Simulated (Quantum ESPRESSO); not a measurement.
Quantum ESPRESSO run on ZnPd3 (I4/mmm, 4 atoms in the cell): self-consistent single point.

Level of theory: PBEsol, PSlibrary ultrasoft (PBE) pseudopotentials (plane waves; Quantum ESPRESSO 7.5).

```xyz
4
Lattice="1.9538 -1.9538 3.8244 1.9538 1.9538 3.8244 -1.9538 -1.9538 3.8244" Properties=species:S:1:pos:R:3 pbc="T T T"
Zn     0.0000     0.0000     0.0000
Pd    -1.9538     0.0000     1.9122
Pd     0.0000     1.9538     1.9122
Pd     0.0000     0.0000     3.8244
```

Reference input (self-consistent single point, DFT, PBEsol, plane waves, PSlibrary ultrasoft (PBE) pseudopotentials): ecutwfc = 50 Ry; ecutrho = 600 Ry; occupations = smearing; smearing = gaussian; degauss = 0.0036749 Ry; input_dft = pbesol; potentials = {Zn: Zn.pbe-dn-rrkjus_psl.1.0.0.UPF, Pd: Pd.pbe-n-rrkjus_psl.1.0.0.UPF}; K_POINTS = automatic 8 8 8 0 0 0; conv_thr = 1e-10 Ry; mixing_beta = 0.4. This run's input differs from it in these lines:

```diff
@@ -35,3 +35,3 @@
 K_POINTS automatic
-8 8 8  0 0 0
+10 10 10  0 0 0
```

Output (repeated stretches shortened):

```
     Self-consistent Calculation

     iteration #  1     ecut=    50.00 Ry     beta= 0.40

---- Real-time Memory Report at c_bands before calling an iterative solver
           371 MiB given to the printing process from OS
           159 MiB allocation reported by mallinfo(arena+hblkhd)
------------------

     Threshold (ethr) on eigenvalues was too large:
     Diagonalizing with lowered threshold

---- Real-time Memory Report at c_bands before calling an iterative solver
           465 MiB given to the printing process from OS
           186 MiB allocation reported by mallinfo(arena+hblkhd)
------------------

   [... lines left out ...]

---- Real-time Memory Report at c_bands before calling an iterative solver
           472 MiB given to the printing process from OS
           193 MiB allocation reported by mallinfo(arena+hblkhd)
------------------

     total energy              =    -350.70590832 Ry
     estimated scf accuracy    <          2.1E-09 Ry

     iteration # 12     ecut=    50.00 Ry     beta= 0.40

---- Real-time Memory Report at c_bands before calling an iterative solver
           472 MiB given to the printing process from OS
           193 MiB allocation reported by mallinfo(arena+hblkhd)
------------------
     End of self-consistent calculation

     the Fermi energy is    13.5767 ev

!    total energy              =    -350.70590832 Ry
     estimated scf accuracy    <          1.0E-11 Ry
     smearing contrib. (-TS)   =      -0.00022439 Ry
     internal energy E=F+TS    =    -350.70568393 Ry

     convergence has been achieved in  12 iterations

     Forces acting on atoms (cartesian axes, Ry/au):

     atom    1 type  1   force =     0.00000000    0.00000000    0.00000000
   [... zero for the other atoms too ...]

     Total force =     0.000000     Total SCF correction =     0.000000

          total   stress  (Ry/bohr**3)                   (kbar)     P=      -42.37
  -0.00028637   0.00000000   0.00000000          -42.13        0.00        0.00
  -0.00000000  -0.00028637  -0.00000000           -0.00      -42.13       -0.00
  -0.00000000   0.00000000  -0.00029134           -0.00        0.00      -42.86

   JOB DONE.
```

The run converged in 12 iterations. Against the reference run the free energy drops by 1.6 meV/atom and the pressure hardly changes (-4.28 to -4.24 GPa).

The starting cell comes from a database of computed structures (which also holds hypothetical and non-ambient phases and stackings), without a prior relaxation at this level. Spin polarisation is off. With a pressure of about -4 GPa the cell is away from its equilibrium volume at this level.

Cost on one core of a shared machine: roughly 3 min.
